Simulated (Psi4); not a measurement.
Psi4 1.11, HF/def2-svp: Pt(Cl)4 ([Cl][Pt-2]([Cl])([Cl])[Cl]), charge -2, multiplicity 1, 5 atoms. The geometry is a generated start, not checked to be a minimum at this level.

* **task**: energy
* **method**: scf
* **basis**: def2-svp
* **memory**: 3 GB
* **maxiter**: 100
* **keys of the molecule block**: symmetry c1
* **scf_type**: df (default)
* **e_convergence**: 1e-06 (default)
* **d_convergence**: 1e-06 (default)
* **effective core potentials**: those of the basis set, past Kr
* **basis functions**: 104

```xyz
5

Pt    -0.0008     0.0031     0.0257
Cl     2.1538    -0.8766     0.0000
Cl     0.8665     2.1596    -0.0113
Cl    -2.1573     0.8716    -0.0030
Cl    -0.8621    -2.1577    -0.0114
```

Charge -2 and multiplicity 1 are set for this test and not shown to be the ground state.

With the defaults (damping_percentage = 0, guess = auto, which took SAD, diis_max_vecs = 10, scf_initial_accelerator = adiis, soscf = false, soscf_start_convergence = 0.01) it converges in 8 SCF iterations. One run each on 2 threads, with these changes:
- guess = sapgau
- damping_percentage = 20
- soscf = true
- soscf = true, soscf_start_convergence = 0.001
- guess = gwh
- diis_max_vecs = 3
- guess = modhuckel
- damping_percentage = 60
- scf_initial_accelerator = none

Task: Name the settings that don't reach the solution of the defaults.

Result: No convergence: damping_percentage = 60 (the run ends without SCF convergence in 100 iterations). The rest reach the solution of the defaults.

```csv
setting,SCF iterations,JK calls,end
soscf = true,6,22,same solution
"soscf = true, soscf_start_convergence = 0.001",6,17,same solution
the defaults,8,9,same solution
scf_initial_accelerator = none,8,9,same solution
diis_max_vecs = 3,9,10,same solution
guess = modhuckel,9,27,same solution
guess = gwh,13,13,same solution
guess = sapgau,14,14,same solution
damping_percentage = 20,22,23,same solution
damping_percentage = 60,100,101,no convergence
```

An SOSCF iteration holds several JK calls; a Hückel guess adds calls on atoms.
